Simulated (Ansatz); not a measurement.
## A computed series for As: element substitutions

Consider As in the A7 type structure (space group R-3m, No. 166; layered).

```
As
1.0
    1.87270     1.08120     3.25149
   -1.87270     1.08120     3.25149
    0.00000    -2.16240     3.25149
As
2
Direct
  0.23274   0.23274   0.23274
  0.76726   0.76726   0.76726
```

Each row replaces one element on all its sites; cell and atoms are relaxed.

The values are results of Ansatz (an electronic-structure program), PBEsol-D3(BJ), PAW, cutoff 420 eV, no spin-orbit coupling, not measurements.

```tsv
change	shortest interatomic distance	space group
base	2.517 Å	R-3m (No. 166)
As → Sb	2.910 Å	R-3m (No. 166)
As → P	2.326 Å	R-3m (No. 166)
As → Se	2.757 Å	Pm-3m (No. 221)
As → Ir	2.522 Å	Pm-3m (No. 221)
```

Whether these cells are dynamically stable was not tested. As relaxed here, Ir is a hypothetical phase, not in the database extracts checked. For P and Se in this form, whether it has been made was not checked. The final runs are not spin-polarised. This is not the structure that P has at room temperature and ambient pressure. This is not the structure that Se has at room temperature and ambient pressure.
